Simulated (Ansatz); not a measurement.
**HgTe: response to strain**

The parent structure is HgTe in the zinc blende structure (space group F-43m, No. 216; a = 6.4350 Å). Axes: x, y, z lie along the cube axes.

Strains are applied to the cell and any free atomic positions relax; under biaxial strain the out-of-plane vector relaxes too.

Computed with LDA in Ansatz (plane waves to 420 eV, PAW, without spin-orbit coupling).

Notes on the quantities. energy relative to the base: free energy F; pressure: mean of the normal stresses, compression positive.

```json
[
 {"variant": "base", "energy relative to the base": "0 meV/atom", "volume per atom": "33.31 Å³", "pressure": "0.0 GPa"},
 {"variant": "biaxial strain −3.00 %, plane normal [001], relaxed out of plane", "energy relative to the base": "+8.1 meV/atom", "volume per atom": "32.66 Å³", "pressure": "0.9 GPa"},
 {"variant": "biaxial strain −2.50 %, plane normal [001], relaxed out of plane", "energy relative to the base": "+5.6 meV/atom", "volume per atom": "…", "pressure": "0.7 GPa"},
 {"variant": "biaxial strain −2.00 %, plane normal [001], relaxed out of plane", "energy relative to the base": "+3.5 meV/atom", "volume per atom": "…", "pressure": "0.6 GPa"},
 {"variant": "biaxial strain −1.50 %, plane normal [001], relaxed out of plane", "energy relative to the base": "+2.0 meV/atom", "volume per atom": "33.00 Å³", "pressure": "0.4 GPa"},
 {"variant": "biaxial strain −1.00 %, plane normal [001], relaxed out of plane", "energy relative to the base": "+0.9 meV/atom", "volume per atom": "33.11 Å³", "pressure": "0.3 GPa"},
 {"variant": "biaxial strain −0.50 %, plane normal [001], relaxed out of plane", "energy relative to the base": "+0.2 meV/atom", "volume per atom": "33.21 Å³", "pressure": "0.1 GPa"},
 {"variant": "biaxial strain +0.50 %, plane normal [001], relaxed out of plane", "energy relative to the base": "+0.2 meV/atom", "volume per atom": "33.40 Å³", "pressure": "-0.1 GPa"},
 {"variant": "biaxial strain +3.00 %, plane normal [001], relaxed out of plane", "energy relative to the base": "…", "volume per atom": "33.79 Å³", "pressure": "-0.7 GPa"}
]
```

Problem. Fill in the withheld entries from the trend.

Solution. 
- biaxial strain −2.50 %, plane normal [001], relaxed out of plane, volume per atom: 32.77 Å³
- biaxial strain −2.00 %, plane normal [001], relaxed out of plane, volume per atom: 32.89 Å³
- biaxial strain +3.00 %, plane normal [001], relaxed out of plane, energy relative to the base: +7.2 meV/atom

The mesh was chosen for an insulator and is coarse for the gapless case. No phonon test of stability was made. The final runs are not spin-polarised.

Ansatz is a quantum-chemistry and plane-wave program.
